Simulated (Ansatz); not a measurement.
# C: stress against strain

C (diamond, Fd-3m, 5.507 Å³/atom and stress up to 0.01 GPa in the relaxed cell) under an equal strain ε in the (001) plane with the normal axis free, as in a coherent film. LDA in Ansatz, a plane-wave DFT program (PAW, default set), 420 eV, 16×16×16 Γ-centred mesh, Fermi-Dirac smearing 0.05 eV; ions are relaxed, or left where forces stay under 0.02 eV/Å, within the symmetry of each cell. Stress is positive for a compressed cell.

Here s stands for strain and y for stress xx.

| strain (%) | stress xx (GPa) |
|---|---|
| -1.50 | 19.22 |
| -1.00 | 12.58 |
| -0.50 | 6.17 |
| 0.00 | 0.00 |
| 0.50 | -5.96 |
| 1.00 | -11.70 |
| 1.50 | -17.24 |
| 3.00 | ? |

### Question
Using a straight line, estimate the missing y at s = 3.00 from the other rows, showing the fit.

### Answer
Means: s 0, y 0.439. About the means, the sum of products is -85.035 and the sum of squares of s is 7.0000; the slope is their ratio. Least squares gives y = 0.439 - 12.1479·s. Residuals (row less fit): 0.559, -0.007, -0.343, -0.439, -0.325, 0.009, 0.543; standard error 0.452 (degrees of freedom: 5). The slope gives the biaxial elastic modulus of this plane = 1215 ± 17 GPa (± standard error of the fit, which holds the terms cut off). At the withheld row, y = 0.439 - 12.1479 × 3.0 = -36.005 GPa. The calculation gives -32.62 GPa, 3.385 GPa above the prediction (6.5 % of the range of y in the table). The row lies outside the fitted rows, so this is an extrapolation. From the scatter of the fitted rows alone, a prediction at this place has a standard error of 0.705 GPa, so the miss is 4.8 times that.

A polynomial of degree 2 through the 12 other runs of the series gives -32.48 there, so most of the miss is curvature that the fit leaves out. Rows are the converged runs of the series near zero and its far end; series whose fitted rows scatter by over a few per cent of the range, as at a crossing or softening among them, aren't shown in this form, nor equations of state whose B0' disagrees with the runs' pressures. Most that stay on the fit to the last digits aren't either.
